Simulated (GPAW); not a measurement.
GPAW run on In (I4/mmm, 1 atom in the cell): self-consistent single point.

Method: PBE, GPAW PAW datasets PBE (gpaw-data 1.0.1) (plane waves; GPAW).

The change in words: lattice scaled by 0.98. Reference geometry:
```xyz
1
Lattice="-1.6250 1.6250 2.4750 1.6250 -1.6250 2.4750 1.6250 1.6250 -2.4750" Properties=species:S:1:pos:R:3 pbc="T T T"
In     0.0000     0.0000     0.0000
```

Reference input (self-consistent single point, DFT PBE, plane waves, GPAW PAW datasets PBE (gpaw-data 1.0.1)): mode = pw; ecut = 600 eV; xc = PBE; kpts = 15 15 15; mesh shift (steps) = 0 0 0; occupations.name = fermi-dirac; occupations.width = 0.1 eV; nbands = -7; convergence.density = 1e-05 e/electron; symmetry.symmorphic = false; symmetry.tolerance = 0.0005; maxiter = 100. This run's input differs from it in these lines:

```diff
@@ -5,5 +5,5 @@
 atoms = Atoms(['In'],
-              cell=[[-1.625000, 1.625000, 2.475000],
-                    [1.625000, -1.625000, 2.475000],
-                    [1.625000, 1.625000, -2.475000]],
+              cell=[[-1.592500, 1.592500, 2.425500],
+                    [1.592500, -1.592500, 2.425500],
+                    [1.592500, 1.592500, -2.425500]],
               scaled_positions=[[0.000000, 0.000000, 0.000000]],
```

Log, with long lists cut:

```
     iter     time        total  log10-change:
                         energy   eigst   dens
iter:   1 --:--:--    -2.776137
iter:   2 --:--:--    -2.773032   -2.10  -1.57
iter:   3 --:--:--    -2.746856   -2.33  -1.60
iter:   4 --:--:--    -2.757556   -3.14  -2.13
iter:   5 --:--:--    -2.743619   -3.38  -2.29
iter:   6 --:--:--    -2.743630   -4.66  -3.32
iter:   7 --:--:--    -2.743628c  -5.58  -3.36
iter:   8 --:--:--    -2.743652c  -5.29  -3.30
iter:   9 --:--:--    -2.743653c  -6.31  -4.31
iter:  10 --:--:--    -2.743653c  -7.74c -4.27
iter:  11 --:--:--    -2.743653c  -7.63c -4.15
iter:  12 --:--:--    -2.743653c  -7.74c -4.43
iter:  13 --:--:--    -2.743653c  -7.19  -4.11
iter:  14 --:--:--    -2.743653c  -8.32c -5.02c
Converged after 14 iterations.

Dipole moment: (0.000000, 0.000000, -0.000000) |e|*Ang

Energy contributions relative to reference atoms: (reference = -159975.419660)

Kinetic:        +13.272843
Potential:      -11.800091
External:        +0.000000
XC:              -4.376482
Entropy (-ST):   -0.014394
Local:           +0.167274
SIC:             +0.000000
--------------------------
Free energy:     -2.750850
Extrapolated:    -2.743653

Showing only first 2 kpts
 Kpt  Band  Eigenvalues  Occupancy
  0     4     -6.69224    2.00000
  0     5     -2.31741    2.00000
  0     6     18.73962    0.00000
  0     7     18.73962    0.00000

  1     4     -6.70209    2.00000
  1     5     -2.17501    2.00000
  1     6     17.82929    0.00000
  1     7     18.01808    0.00000

Fermi level: 7.67799

No gap
No difference between direct/indirect transitions
Energy (eV): -2.743653

Forces in eV/Ang:
  0 In   -0.00000    0.00000   -0.00000

Stress tensor:
    -0.031074     0.000000     0.000000
     0.000000    -0.031074     0.000000
     0.000000     0.000000    -0.027731
Stress (GPa, Voigt): [-4.9786 -4.9786 -4.443   0.      0.      0.    ]
```

The run converged in 14 iterations. GPAW prints stress with tension positive. Against the reference run the free energy goes up by 30.7 meV/atom and the pressure goes from 1.66 to 4.80 GPa.

The starting cell has typed, rounded lattice constants, without a prior relaxation at this level. For this run, on top of that: lattice scaled by 0.98. With a pressure of about 5 GPa the cell is away from its equilibrium volume at this level.

Cost on one core of a shared machine: roughly 40 s.
